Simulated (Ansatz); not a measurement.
A relaxation of the atoms of CaSi (Cm, 4 atoms in the cell) with Ansatz (a program for electronic structure).

Method of the run: LDA (PW92), default PAW files made with PBE (plane waves; Ansatz).

The change in words: one atom moved by 0.15 angstrom; relax: default → atoms; relax.f_tol: default → 0.2 eV/Å. Reference geometry:
```xyz
4
Lattice="2.2889 -5.3724 0.0000 2.2889 5.3724 0.0000 0.0000 0.0000 3.9249" Properties=species:S:1:pos:R:3 pbc="T T T"
Ca     2.2889     3.8841     0.9812
Ca     2.2889    -3.8841     2.9437
Si     2.2889     0.7355     0.9812
Si     2.2889    -0.7355     2.9437
```

Reference input (self-consistent single point, DFT, LDA (PW92), plane waves, default PAW files made with PBE): basis.ecutwfc = 420 eV; kpoints.mp_grid.grid = 8 8 9; hamiltonian.xc = lda; hamiltonian.pseudopotentials = {kind: paw} (the program's default PAW files); scf.occupations.method = fermi_dirac; scf.occupations.width = 0.1 eV. This run's input differs from it in these lines:

```diff
@@ -7,3 +7,3 @@
   atoms:
-    - { symbol: Ca, position: [0.138510, 0.861490, 0.250000] }
+    - { symbol: Ca, position: [0.138510, 0.861490, 0.288217] }
     - { symbol: Ca, position: [0.861490, 0.138510, 0.750000] }
@@ -20,2 +20,4 @@
   occupations: { method: fermi_dirac, width: 0.1 }
+relax:
+  f_tol: 0.2
 output:
```

Output (repeated stretches shortened):

```
   [... SCF lines of the steps left out ...]
relax step   1: F+E_penalty+E_count = -4764.91338669 eV  Δ(F+E_penalty+E_count) = +0.000e0 eV  max|allowed force component| = 4.618e-1 eV/Å  Δτ_max = 0.0000 Å  (6 SCF iters, dr2 threshold 1.00e-4 eV, accepted)
relax step   2: F+E_penalty+E_count = -4764.94638059 eV  Δ(F+E_penalty+E_count) = -3.299e-2 eV  max|allowed force component| = 9.699e-2 eV/Å  Δτ_max = 0.1376 Å  (6 SCF iters, accepted)
the relaxation is at rest under the 2 symmetry operations that the run kept from its start: a minimum is not shown …
Free energy (F): -4764.946381 eV
Internal energy: -4764.889418 eV  (E = F + TS)
E sigma→0 (E₀):  -4764.917899 eV
Entropy (-TS):   -0.056963 eV (-14.241 meV/atom)
Fermi energy:    7.207813 eV
--- Forces (eV/Å), atoms counted from 1 ---
  atom   1  Ca     0.00000000     0.00506465     0.09699490
  atom   2  Ca    -0.00000000     0.00358409    -0.07742532
  atom   3  Si    -0.00000000    -0.00018673     0.00079855
  atom   4  Si     0.00000000    -0.00846009    -0.02035716
--- Stress (GPa, compression-positive) ---
       -4.617804       0.000000      -0.000000
   [... lines left out ...]
  atoms:
    - { symbol: Ca, position: [0.13789154780019414, 0.8621084521998057, 0.25321071488639313] }
    - { symbol: Ca, position: [0.8623128172635431, 0.13768718273645675, 0.7647806389236173] }
    - { symbol: Si, position: [0.4312403686212108, 0.568759631378789, 0.26057393464090733] }
    - { symbol: Si, position: [0.5685552663150517, 0.43144473368494823, 0.7596517115490823] }
```

The run converged.  The full log also holds: “iter 5 did not close the SCF: its close was put off for the readings that it lacked (scf_convergence_deferred on its scf_iter line)”.

Summary of the result:
- Free energy E − TS (on the zero of these files) = -4764.9464 eV
- Fermi level (on the code's own zero) = 7.21 eV
- Pressure = -4.18 GPa
- Largest force (vector length) = 0.097 eV/Å
- Relaxation steps = 2

The starting cell comes from a database of computed structures (which also holds hypothetical and non-ambient phases and stackings), without a prior relaxation at this level. Its lattice was rescaled by up to half a per cent. For this run, on top of that: one atom moved by 0.15 angstrom. Ansatz's pressure includes its estimate of the finite-basis (Pulay) stress.

Cost on one core of a shared machine: roughly 60 s.

Keys are those of Ansatz 0.2.
